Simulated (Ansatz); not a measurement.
## Au: response to strain

The reference is Au in the fcc (Cu type) structure (space group Fm-3m, No. 225; a = 4.125 Å; relaxed with 0.1 eV smearing). Axes: x, y, z lie along the cube axes.

Strains are applied to the cell and any free atomic positions relax; under biaxial strain the out-of-plane vector relaxes too.

Level of theory: Kohn–Sham DFT with the r2SCAN functional, run in Ansatz (a quantum-chemistry and plane-wave program) with PAW and 500 eV plane waves, no spin-orbit coupling.

Notes on the quantities. energy relative to the base: free energy F.

| biaxial strain, plane normal [001], relaxed out of plane (%) | energy relative to the base (meV/atom) |
|---|---|
| -3 | 7.6 |
| -2.5 | ? |
| -2 | 2.8 |
| -1.5 | 1.4 |
| -1 | 0.5 |
| -0.5 | 0.1 |
| 0 | 0.0 |

Q: Fit ΔE = Aε² + Bε³ (ε in %) to the rows shown and predict the withheld row.

A: Least squares on the printed values gives A = 0.395 and B = -0.15 meV/atom (largest residual 0.0 meV/atom); this predicts 4.8 meV/atom, and the run gives 4.8 meV/atom, in agreement.

Whether these cells are dynamically stable was not tested.
